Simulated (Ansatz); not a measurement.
A self-consistent single point of Hf (P6_3/mmc, 4 atoms in the cell) with Ansatz (a quantum-chemistry and plane-wave program).

Method: PBE, PAW files (plane waves; Ansatz).

```
Hf
1.0
    3.10929     0.00000     0.00000
   -1.55465     2.69272     0.00000
    0.00000     0.00000    10.00416
Hf
4
Cartesian
  0.00000   0.00000   0.00000
  0.00000   0.00000   5.00208
  0.00000   1.79515   2.50104
  1.55465   0.89757   7.50312
```

Reference input (self-consistent single point, DFT, PBE, plane waves, PAW files): basis.ecutwfc = 30.9 Ry; kpoints.mp_grid.grid = 12 12 4; hamiltonian.xc = pbe; hamiltonian.pseudopotentials = {kind: paw} (the program's default PAW files); scf.occupations.method = cold; scf.occupations.width = 0.01 Ry. This run's input differs from it in these lines:

Ansatz 0.2 input:
```diff
@@ -12,3 +12,3 @@
 basis:
-  ecutwfc: 30.9 Ry
+  ecutwfc: 54.0 Ry
 kpoints:
```

The program printed (abridged):

```
SCF iter   1: F=—  HF=-62888.815295 eV  |F-HF|=—  |Δ(HF+E_count)|=         —  Δρ=3.49e-2  dr2=1.18e0  ethr=3.10e-3  ⟨swp⟩=5.2  Hψ=11203  notcnv=0  defer=1
all-band conjugate gradients solve this SCF's bands
preconditioner: auto → Kerker (q_TF=auto, 2.829 Å⁻¹)
SCF iter   2: F=—  HF=-62888.579501 eV  |F-HF|=—  |Δ(HF+E_count)|=   2.36e-1  S|Δr|=    0.00e0  Δρ=2.17e-2  dr2=4.46e-1  ethr=1.14e-3  ⟨swp⟩=3.2  Hψ=7048  notcnv=0  defer=215
   [... lines left out ...]
SCF iter   7: F=—  HF=-62888.433165 eV  |F-HF|=—  |Δ(HF+E_count)|=   3.58e-5  S|Δr|=    0.00e0  Δρ=1.13e-4  dr2=1.48e-5  ethr=1.79e-8  ⟨swp⟩=2.0  Hψ=6476  notcnv=0  defer=215
SCF iter   8: F=—  HF=-62888.433157 eV  |F-HF|=—  |Δ(HF+E_count)|=   7.77e-6  S|Δr|=    0.00e0  Δρ=4.46e-5  dr2=8.94e-7  ethr=1.42e-8  ⟨swp⟩=2.0  Hψ=6306  notcnv=0  defer=215
SCF iter   9: F=-62888.433157 eV  HF=-62888.433157 eV  |F-HF|=1.28e-8  |Δ(HF+E_count)|=   1.69e-8  S|Δr|=    0.00e0  Δρ=7.21e-6  dr2=4.10e-8  ethr=9.62e-11  ⟨swp⟩=8.8  Hψ=16412  notcnv=0
SCF 1 converged in 9 iterations: F = -62888.433157 eV  dr2 = 4.10e-8
Stability not checked (fill_not_monotonic)
Free energy (F): -62888.433157 eV
Internal energy: -62888.429513 eV  (E = F + TS)
E sigma→0 (E₀):  -62888.431943 eV
Entropy (-TS):   -0.003645 eV (-0.911 meV/atom)
Fermi energy:    19.410801 eV
--- Forces (eV/Å), atoms counted from 1 ---
  atom   1  Hf     0.00000000     0.00000000     0.00000000
   [... zero for the other atoms too ...]
--- Stress (GPa, compression-positive) ---
        9.859323       0.000000       0.000000
        0.000000       9.859323       0.000000
        0.000000       0.000000       8.858840
  P = ⅓ Tr σ = 9.5258 GPa (95.258 kbar)
  The stress holds the Pulay correction. Without it, at fixed plane waves, as pw.x and ABINIT print it: P = 9.5221 GPa
```

The run converged in 9 iterations. Against the reference run the free energy falls by 1.4 meV/atom and the pressure stays at 9.53 GPa.

The starting cell was generated: these elements placed on a structure prototype, without a prior relaxation; it need not be a known phase or ordering of this composition. Its lattice was rescaled by a random factor within 2.5 % of one. Ansatz's pressure includes its estimate of the finite-basis (Pulay) stress.
